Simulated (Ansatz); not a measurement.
## HfS₂ in the CdI2 type structure (space group P-3m1, No. 164; layered, stacked along the Cartesian z axis)

```cif
data_HfS2
_chemical_formula_sum 'Hf1 S2'
_space_group_name_H-M_alt 'P-3m1'
_space_group_IT_number 164
_space_group_name_Hall '-P 3 2"'
_cell_length_a 3.54747
_cell_length_b 3.54747
_cell_length_c 5.57685
_cell_angle_alpha 90.000
_cell_angle_beta 90.000
_cell_angle_gamma 120.000
loop_
_atom_site_label
_atom_site_type_symbol
_atom_site_symmetry_multiplicity
_atom_site_Wyckoff_symbol
_atom_site_fract_x
_atom_site_fract_y
_atom_site_fract_z
_atom_site_occupancy
Hf1 Hf 1 a 0.00000 0.00000 0.00000 1
S1 S 2 d 0.66667 0.33333 0.26190 1
```

Level of theory: Ansatz (a program for electronic structure) PBEsol-D3(BJ), without spin-orbit coupling. Γ-centred 11×11×6 mesh, Fermi–Dirac width 0.05 eV.

| Property | Value |
|---|---|
| Volume per atom | 20.26 Å³ |
| Density | 6.63 g/cm³ |
| Band gap | 0.45 eV, indirect, Γ → L |
| Hole mass | 0.18 mₑ along c, 3.0 mₑ across |
| Total energy | -5791.182 eV/atom (σ→0; compares only within this code and set-up) |

Spin-orbit coupling, missing from the scalar runs, can matter with Hf. Effective masses come from finite differences of ±0.01 Å⁻¹. Stability against distortions was not tested.
